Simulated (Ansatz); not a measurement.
## CdSe under a change: uniaxial strain ε_yy = −1.08 %

Consider CdSe in the wurtzite structure (space group P6_3mc, No. 186; a = 4.302 Å, c = 7.021 Å). Axes: x lies along a and z along c of the hexagonal cell.

Perturbation: the cell is compressed by 1.08 % along y with no lateral relaxation, atoms relaxed at fixed cell.

Level of theory: plane-wave PAW DFT at the PBEsol level (Ansatz, an electronic-structure program, 420 eV), scalar-relativistic without spin-orbit coupling. k-mesh 9×9×5 (Γ-centred); smearing 0.05 eV (Fermi–Dirac).

```json
[
 {"quantity": "volume per atom", "base": "28.13 Å³", "changed": "27.83 Å³", "shift": "-0.30 Å³"},
 {"quantity": "shortest interatomic distance", "base": "2.633 Å", "changed": "2.621 Å", "shift": "-0.0112 Å"},
 {"quantity": "energy relative to the base (free energy F)", "base": "0 meV/atom", "changed": "+0.8 meV/atom", "shift": "+0.8 meV/atom"},
 {"quantity": "pressure (mean of the normal stresses, compression positive)", "base": "0.00 GPa", "changed": "0.57 GPa", "shift": "+0.57 GPa"},
 {"quantity": "band gap", "base": "0.54 eV", "changed": "0.53 eV", "shift": "-0.01 eV"},
 {"quantity": "gap character", "base": "direct at Γ", "changed": "direct at Γ", "shift": "–"},
 {"quantity": "electron mass", "base": "0.055 mₑ (at Γ)", "changed": "0.056 mₑ (at Γ)", "shift": "–"},
 {"quantity": "valence-band top at Γ (three highest levels, from the VBM)", "base": "0.00, 0.00, -0.05 eV", "changed": "0.00, -0.04, -0.10 eV", "shift": "–"},
 {"quantity": "largest internal atomic displacement", "base": "–", "changed": "0.016 Å", "shift": "–"},
 {"quantity": "stress (xx, yy, zz, yz, xz, xy; compression positive)", "base": "–", "changed": "(0.50, 0.79, 0.42, 0.00, 0.00, 0.00) GPa", "shift": "–"}
]
```

Final structure:

```
CELL_PARAMETERS angstrom
      4.30194     0.00000     0.00000
     -2.15097     3.68535     0.00000
      0.00000     0.00000     7.02113
ATOMIC_POSITIONS crystal
  Cd 0.66625 0.33250 0.99984
  Cd 0.33375 0.66750 0.49984
  Se 0.66870 0.33739 0.62536
  Se 0.33130 0.66261 0.12536
```

Cost of the whole job for the changed cell (relaxation, final SCF and bands): roughly 70 core-seconds.

Effective masses come from finite differences of ±0.01 Å⁻¹. Stability against distortions was not tested. k-point labels follow each cell's own Brillouin zone.
